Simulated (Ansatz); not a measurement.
The starting structures come from a database of crystals and need not be the phases stable at ambient conditions.

Inside the gap of an insulator the Bloch states are evanescent, with a wavenumber k + iκ along the transport direction.

Given:

```
BN
1.0
    2.49428     0.22954    -0.07981
    0.92122     3.46344    -0.27496
   -1.23756     0.50491     2.11990
B N
1 1
Direct
  0.00902   0.99296   0.00941
  0.67509   0.99385   0.34244
```

Space group of this cell: Cm. The cell was relaxed by PBE-D3(BJ); by r2SCAN its mean pressure is -1.2 GPa.

Transport runs along the normal of the first two printed cell vectors.

The gap is the functional's own, uncorrected, and κ follows it; spin-orbit coupling is left out. Mid-gap values are interpolated between the computed energies.

Problem. State the band gap and the smallest decay constant κ at mid-gap according to r2SCAN (Ansatz, a program for electronic structure).

Solution. Gap 4.65 eV on a 16×16×16 mesh; κ = 0.297 1/Å, at (0.000, 0.500) of the in-plane reciprocal vectors. At the zone centre, at the nearest computed energy, the slowest state has κ = 0.40 1/Å.
